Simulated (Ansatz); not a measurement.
Consider KF in the rock salt structure (space group Fm-3m, No. 225).

```
CELL_PARAMETERS angstrom
      0.00000     2.65339     2.65339
      2.65339     0.00000     2.65339
      2.65339     2.65339     0.00000
ATOMIC_POSITIONS crystal
  K  0.00000 0.00000 0.00000
  F  0.50000 0.50000 0.50000
```

Cartesian axes are those of the cell as printed.

The values are results of PBEsol (Ansatz, a program for electronic structure), spin-orbit coupling left out, not measurements.

Before the change:

| Quantity | Result |
|---|---|
| Valence-band top at Γ | 0.00, 0.00, 0.00 eV |

One thing is altered: tensile biaxial strain of 1.25 % in the plane normal to [111], as in epitaxy on a mismatched substrate; the out-of-plane cell vector and the atoms relax.

What happens to the valence-band top at Γ and in-plane stress?

The valence-band top at Γ (three highest levels, from the VBM) changes from 0.00, 0.00, 0.00 eV to 0.00, -0.02, -0.02 eV; the mean in-plane stress (compression positive) comes out as -0.6 GPa.

The levels and masses belong to the bands next to the band gap. Stability against distortions was not tested.
